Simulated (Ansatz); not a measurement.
The reference is BaTiO₃ in the cubic perovskite structure (space group Pm-3m, No. 221).

```xyz
5
Lattice="3.9940 0.0000 0.0000 0.0000 3.9940 0.0000 0.0000 0.0000 3.9940" Properties=species:S:1:pos:R:3 pbc="T T T"
Ba     0.0000     0.0000     0.0000
Ti     1.9970     1.9970     1.9970
O      0.0000     1.9970     1.9970
O      1.9970     1.9970     0.0000
O      1.9970     0.0000     1.9970
```

All numbers come from r2SCAN (Ansatz, an electronic-structure program), without spin-orbit coupling.

One thing is altered: full substitution Ti → Zr, then cell and atoms are relaxed.

Measured band gap: BaTiO3 3.2 eV (temperature not stated; as listed in Yu-ichiro Matsushita, Kazuma Nakamura, Atsushi Oshiyama, Physical Review B (2011)); BaZrO3 5.3 eV (temperature not stated; as listed in Anders Lindman, Paul Erhart, Göran Wahnström, Physical Review B (2015)).

Question: How well does r2SCAN reproduce the measured shift?

Answer: With r2SCAN the band gap moves by +1.56 eV (2.17 → 3.73) against +2.10 eV measured.

No phonon test of stability was made. All final runs are without spin polarisation. Many cubic perovskites are stable only at high temperature; tilts and polar distortions were not tested. This is not the structure that BaTiO3 has at room temperature and ambient pressure.
